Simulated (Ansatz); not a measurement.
Here is the system:

```yaml
crystal:
  lattice:
    - [2.90703, 0.00000, 0.00000]
    - [-1.45351, 2.51756, 0.00000]
    - [0.00000, 0.00000, 4.59382]
  atoms:
    - { symbol: Ti, position: [0.66667, 0.33333, 0.75000] }
    - { symbol: Ti, position: [0.33333, 0.66667, 0.25000] }
```

No spin polarisation.

The values are results of DFT with r2SCAN, PAW potentials and a 500 eV plane-wave cutoff in Ansatz (a quantum-chemistry and plane-wave program), no spin-orbit coupling, not measurements. k-mesh 23×23×13 (Γ-centred); smearing 0.1 eV (Fermi–Dirac).

### Question
Predict the band gap and pressure.

### Answer
Band gap: zero
Pressure (mean of the normal stresses, compression positive): 3.7 GPa

The cells carry an imposed strain or load. Whether these cells are dynamically stable was not tested. The final runs are not spin-polarised. The cell was made from Ti in the hcp (Mg type) structure (space group P6_3/mmc, No. 194) by this change: isotropic strain −1.00 %.
